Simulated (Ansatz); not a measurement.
**SiO2 under a change: uniaxial strain ε_zz = +0.75 %**

Start from SiO₂ (space group P3_221, No. 154; a = 5.0221 Å, c = 5.5103 Å). Axes: x lies along a and z along c of the hexagonal cell.

Perturbation: uniaxial strain ε_zz = +0.75 %, all other strain components held at zero, atoms relaxed at fixed cell.

Level of theory: Ansatz (a first-principles code) PBE, scalar-relativistic without spin-orbit coupling. Γ-centred 8×8×6 mesh, Fermi–Dirac width 0.05 eV.

* **Volume per atom**: 13.47 Å³ (base 13.37 Å³)
* **Space group**: P3_221 (No. 154) (base P3_221 (No. 154))
* **Shortest interatomic distance**: 1.626 Å (base 1.626 Å)
* **Energy relative to the base (free energy F)**: +0.2 meV/atom
* **Band gap**: 5.66 eV (an upper bound: an edge found on the path is not a true extremum; the changed cell) (base 5.68 eV)
* **Stress (xx, yy, zz, yz, xz, xy; compression positive)**: (-0.08, -0.08, -0.69, 0.00, 0.00, 0.00) GPa

Cost of the whole job for the changed cell (relaxation, final SCF and bands): about 100 core-seconds (a rough figure).

Gaps are read on the SCF mesh and a high-symmetry path. No phonon test of stability was made.
